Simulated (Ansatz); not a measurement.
# IrO2, pressure series

The reference is IrO2 in the rutile structure (space group P4_2/mnm, No. 136; a = 4.529 Å, c = 3.180 Å).

Cell and atoms are relaxed at each pressure.

Level of theory: Kohn–Sham DFT with the PBE functional, run in Ansatz (a first-principles code) with PAW and 420 eV plane waves, no spin-orbit coupling.

Candidates:
(a) pressure 60 GPa
(b) pressure 9 GPa
(c) pressure 18 GPa
(d) pressure 30 GPa
(e) pressure 1.8 GPa

Base values:

The c/a ratio is 0.702.

### Question
Order them by c/a ratio, lowest first.

### Answer
(e) pressure 1.8 GPa (0.703), (b) pressure 9 GPa (0.707), (c) pressure 18 GPa (0.712), (d) pressure 30 GPa (0.718), (a) pressure 60 GPa (0.732)

Load acts through the strain it causes; cell and atoms are relaxed under it. Whether these cells are dynamically stable was not tested. No other phases were tried under pressure. No Hubbard U is applied, and correlation can decide whether such a compound is a metal. All final runs are without spin polarisation.
